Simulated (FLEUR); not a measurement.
# FLEUR run on Ni₃Fe (Pm-3m, 4 atoms in the cell): self-consistent single point

Level of theory: PBE, all-electron FLAPW (FLEUR), scalar-relativistic valence in FLEUR.

The input file:

Input of the input generator:

```
Ni3Fe
&input film=f /
6.7796381365 0.0000000000 0.0000000000
0.0000000000 6.7796381365 0.0000000000
0.0000000000 0.0000000000 6.7796381365
1.0
1.0 1.0 1.0

4
26 0.0000000000 0.0000000000 0.0000000000 : 3.00
28 0.0000000000 0.5000000000 0.5000000000 : 0.50
28 0.5000000000 0.0000000000 0.5000000000 : 0.50
28 0.5000000000 0.5000000000 0.0000000000 : 0.50

&comp jspins=2 /
&kpt div1=7 div2=7 div3=7 /
&end /
```

```xml
<?xml version="1.0" encoding="UTF-8" standalone="no"?>
<fleurInput fleurInputVersion="0.39">
   <comment>
      Ni3Fe                                                                                               
   </comment>
   <calculationSetup>
      <cutoffs Kmax="3.5" Gmax="14.0" GmaxXC="14.0" numbands="0"/>
      <scfLoop itmax="100" minDistance="0.00001" maxIterBroyd="15" imix="Anderson" alpha="0.05" precondParam="0.0" spinf="2.0"/>
      <coreElectrons ctail="T" frcor="F" kcrel="0" coretail_lmax="0"/>
      <xcFunctional name="pbe" relativisticCorrections="F"/>
      <magnetism jspins="2"/>
      <soc l_soc="F" theta="0.0" phi="0.0" spav="F"/>
      <expertModes spex="0" secvar="F"/>
      <geometryOptimization l_f="T" forcealpha="1.0" forcemix="BFGS" epsdisp="0.00001" epsforce="0.00001"/>
      <ldaU l_linMix="F" mixParam="0.05" spinf="1.0"/>
   </calculationSetup>
   <cell>
      <bzIntegration valenceElectrons="64.0" mode="hist" fermiSmearingEnergy="0.00183747">
         <kPointListSelection listName="default-1"/>
         <!-- k-points included here -->
         <xi:include xmlns:xi="http://www.w3.org/2001/XInclude" href="kpts.xml"> </xi:include>
      </bzIntegration>
      <!-- symmetry operations included here -->
      <xi:include xmlns:xi="http://www.w3.org/2001/XInclude" href="sym.xml"> </xi:include>
      <bulkLattice scale="1.0">
         <bravaisMatrix>
            <row-1>    6.7796381365000000     0.0000000000000000     0.0000000000000000</row-1>
            <row-2>    0.0000000000000000     6.7796381365000000     0.0000000000000000</row-2>
            <row-3>    0.0000000000000000     0.0000000000000000     6.7796381365000000</row-3>
         </bravaisMatrix>
      </bulkLattice>
   </cell>
   <atomSpecies>
      <species name="Iron (Fe) 3.000" element="Fe" atomicNumber="26">
         <mtSphere radius="2.24" gridPoints="773" logIncrement="0.016"/>
         <atomicCutoffs lmax="8" lnonsphr="6"/>
         <electronConfig flipSpins="F">
            <coreConfig>(1s1/2) (2s1/2) (2p1/2) (2p3/2)</coreConfig>
            <valenceConfig>(3s1/2) (3p1/2) (3p3/2) (4s1/2) (3d3/2) (3d5/2)</valenceConfig>
            <stateOccupation state="(3d3/2)" spinUp="1.5" spinDown="0.9"/>
            <stateOccupation state="(3d5/2)" spinUp="3.0" spinDown="0.6"/>
         </electronConfig>
         <energyParameters s="4" p="4" d="3" f="4"/>
         <lo type="SCLO" l="0" n="3" eDeriv="0"/>
         <lo type="SCLO" l="1" n="3" eDeriv="0"/>
      </species>
      <species name="Nickel (Ni.500" element="Ni" atomicNumber="28">
         <mtSphere radius="2.24" gridPoints="773" logIncrement="0.016"/>
         <atomicCutoffs lmax="8" lnonsphr="6"/>
         <electronConfig flipSpins="F">
            <coreConfig>(1s1/2) (2s1/2) (2p1/2) (2p3/2) (3s1/2)</coreConfig>
            <valenceConfig>(3p1/2) (3p3/2) (4s1/2) (3d3/2) (3d5/2)</valenceConfig>
            <stateOccupation state="(3d3/2)" spinUp="1.6" spinDown="1.6"/>
            <stateOccupation state="(3d5/2)" spinUp="2.65" spinDown="2.15"/>
         </electronConfig>
         <energyParameters s="4" p="4" d="3" f="4"/>
         <lo type="SCLO" l="1" n="3" eDeriv="0"/>
      </species>
   </atomSpecies>
   <atomGroups>
      <atomGroup species="Iron (Fe) 3.000">
         <relPos label="                   1">.0000000000 .0000000000 .0000000000</relPos>
         <force calculate="T" relaxXYZ="TTT"/>
      </atomGroup>
      <atomGroup species="Nickel (Ni.500">
         <relPos label="                   2">.0000000000 1.000/2.000 1.000/2.000</relPos>
         <relPos label="                   3">1.000/2.000 .0000000000 1.000/2.000</relPos>
         <relPos label="                   4">1.000/2.000 1.000/2.000 .0000000000</relPos>
         <force calculate="T" relaxXYZ="TTT"/>
      </atomGroup>
   </atomGroups>
   <output dos="F" band="F" slice="F">
      <checks vchk="F" cdinf="F"/>
      <bandDOS minEnergy="-.5*Htr" maxEnergy="0.5*Htr" sigma="0.015" storeEVData="T"/>
      <vacuumDOS vacdos="F" integ="F" star="F" nstars="0" locx1="0.0" locy1="0.0" locx2="0.0" locy2="0.0" nstm="0" tworkf="0.0"/>
      <unfoldingBand unfoldBand="F" supercellX="1" supercellY="1" supercellZ="1"/>
      <plotting iplot="0" polar="F">
         <plot TwoD="T" vec1="  1.0  0.0  0.0" vec2="  0.0  1.0  0.0" vec3="  0.0  0.0  1.0" zero="  0.0  0.0  0.0" file="plot"/>
      </plotting>
      <chargeDensitySlicing numkpt="0" minEigenval="0.0" maxEigenval="0.0" nnne="0" pallst="F"/>
      <specialOutput eonly="F"/>
      <magneticCircularDichroism mcd="F" energyLo="-10.0" energyUp="0.0"/>
   </output>
  <!-- We include the file relax.xml here to enable relaxations (see documentation) -->
  <xi:include xmlns:xi="http://www.w3.org/2001/XInclude" href="relax.xml"> <xi:fallback/> </xi:include>
</fleurInput>
```

Output (repeated stretches shortened):

```
      Welcome to FLEUR        (www.flapw.de)
      MaX-Release 8.1          (www.max-centre.eu)

 ========== k-point set info ==========
 Selected k-point list: default-1
 k-point list type: mesh
 7 x 7 x 7
 Number of k points: 20

 ------------Calculation Setup---------------------------
           1           2           4           5          10          20
 Number of basis functions:          275
 Iteration:     1   Distance:      26.74497501 me/bohr^3
 Iteration:     2   Distance:       8.81875263 me/bohr^3
 Iteration:     3   Distance:       7.47939692 me/bohr^3
 Iteration:     4   Distance:       7.04258503 me/bohr^3
 Iteration:     5   Distance:       4.85038717 me/bohr^3
 Iteration:     6   Distance:       3.59758161 me/bohr^3
   [... 14 lines left out ...]
 Iteration:    21   Distance:       0.00072730 me/bohr^3
 Iteration:    22   Distance:       0.00026317 me/bohr^3
 Iteration:    23   Distance:       0.00003834 me/bohr^3
 Iteration:    24   Distance:       0.00007887 me/bohr^3
 Iteration:    25   Distance:       0.00000767 me/bohr^3
 Run finished successfully
 Stop message:
   Structural relaxation: Done

[file out, last iteration]
             iter=     26
          p o t e n t i a l   g e n e r a t o r
[...]
          integral of pseudo charge density inside the slab=        0.000000   0.000000
     coulomb potential in the interstitial region:
          density-coulomb potential integrals
          total density-coulomb potenti    -8958.3476373624
          density-effective potential integrals for spin  1
          density-effective potential integrals for spin  2
          total density-effective poten   -9.2787665353E+03
          charge density-energy density integrals
          total charge density-energy d   -2.4669715004E+02
 Updated energy parameters for spin:           1
  Atom    1 4s branch from -2.94 to  1.97 htr. ; e_l =  0.1621
  Atom    1 4p branch from -1.68 to  2.56 htr. ; e_l =  0.2946
  Atom    1 3d branch from -9.99 to  0.35 htr. ; e_l =  0.2129
  Atom    1 4f branch from -9.99 to  3.59 htr. ; e_l =  0.6075
  Atom    1 3s branch from-29.58 to -2.94 htr. ; e_l(l -2.9502
  Atom    1 3p branch from-25.12 to -1.68 htr. ; e_l(l -1.7020
  Atom    2 4s branch from -3.48 to  1.79 htr. ; e_l =  0.1943
  Atom    2 4p branch from -2.01 to  2.40 htr. ; e_l =  0.3372
  Atom    2 3d branch from -9.99 to  0.36 htr. ; e_l =  0.2490
  Atom    2 4f branch from -9.99 to  3.76 htr. ; e_l =  0.6589
  Atom    2 3p branch from-30.42 to -2.01 htr. ; e_l(l -2.0280
 Updated energy parameters for spin:           2
  Atom    1 4s branch from -2.81 to  2.06 htr. ; e_l =  0.1820
  Atom    1 4p branch from -1.55 to  2.65 htr. ; e_l =  0.3087
  Atom    1 3d branch from -9.99 to  0.48 htr. ; e_l =  0.3076
  Atom    1 4f branch from -9.99 to  3.68 htr. ; e_l =  0.6174
  Atom    1 3s branch from-29.53 to -2.81 htr. ; e_l(l -2.8245
  Atom    1 3p branch from-25.07 to -1.55 htr. ; e_l(l -1.5792
  Atom    2 4s branch from -3.44 to  1.80 htr. ; e_l =  0.1836
  Atom    2 4p branch from -1.98 to  2.42 htr. ; e_l =  0.3236
  Atom    2 3d branch from -9.99 to  0.39 htr. ; e_l =  0.2727
  Atom    2 4f branch from -9.99 to  3.78 htr. ; e_l =  0.6433
   [... lines left out ...]
          first approx. to ef    (T=0)  :   0.330204 htr   (energy of the highest occ. eigenvalue)
FERHIS:  Fermi-Energy by histogram:
          bandgap                     :   0.000022 htr
          charge neutrality (T=0)     :   0.055394    (zero if the highest occ. eigenvalue is "entirely" occupied)
     EF_NEWTON:  Adjust Fermi-Energy by Newton-Method.
 Direct bandgap for spin            1 :    3.4241770516549197E-002  Htr
 Direct bandgap for spin            2 :    7.4108678800220984E-003  Htr
   [... lines left out ...]
          charge density-ex.-corr.energ     -246.6971500356
          el.-nucl. inter. diff. m.t.       1518.0757259502
          Madelung term for atom type:       -11.8254991644
          el.-nucl. inter. diff. m.t.       5472.0004582156
          Madelung term for atom type:       -32.8282998493
 ---->    total energy=                    -5835.2956355402 htr
 ---->    (input%tkb*entropy) TS=              0.0009207381 htr
 ---->    free energy=                     -5835.2965562783 htr
      extrapolation for T->0
 ---->    total electron energy=           -5835.2960959092 htr
SPIN-1 FORCE FOR ATOM TYPE=  1  X=  0.000   Y=  0.000   Z=  0.000      FX_SP = 0.000000 FY_SP = 0.000000 FZ_SP = 0.000000
SPIN-2 FORCE FOR ATOM TYPE=  1  X=  0.000   Y=  0.000   Z=  0.000      FX_SP = 0.000000 FY_SP = 0.000000 FZ_SP = 0.000000
SPIN-1 FORCE FOR ATOM TYPE=  2  X=  0.000   Y=  3.390   Z=  3.390      FX_SP = 0.000000 FY_SP = 0.000000 FZ_SP = 0.000000
SPIN-2 FORCE FOR ATOM TYPE=  2  X=  0.000   Y=  3.390   Z=  3.390      FX_SP = 0.000000 FY_SP = 0.000000 FZ_SP = 0.000000
 ***** TOTAL FORCES ON ATOMS *****
 TOTAL FORCE FOR ATOM TYPE=  1  X=  0.000   Y=  0.000   Z=  0.000
                       FX_TOT= 0.000000 FY_TOT= 0.000000 FZ_TOT= 0.000000
 TOTAL FORCE FOR ATOM TYPE=  2  X=  0.000   Y=  3.390   Z=  3.390
                       FX_TOT= 0.000000 FY_TOT= 0.000000 FZ_TOT= 0.000000
 Structural relaxation: Done
```

The run converged in 25 iterations. FLEUR gives forces in its relaxation mode, with a further iteration, so its stop message speaks of a relaxation.

The starting cell has typed, rounded lattice constants, without a prior relaxation at this level. Its lattice was rescaled by a random factor within 2.5 % of one. The magnetic order is the one reached from the typed start; others were not searched systematically. Values depend on the basis (sphere radii, cutoffs, local orbitals), which need not be converged. The log's line on a gap gives a spacing of levels on this mesh, which the program prints for metals too.

Cost on one core of a shared machine: roughly 2 min.
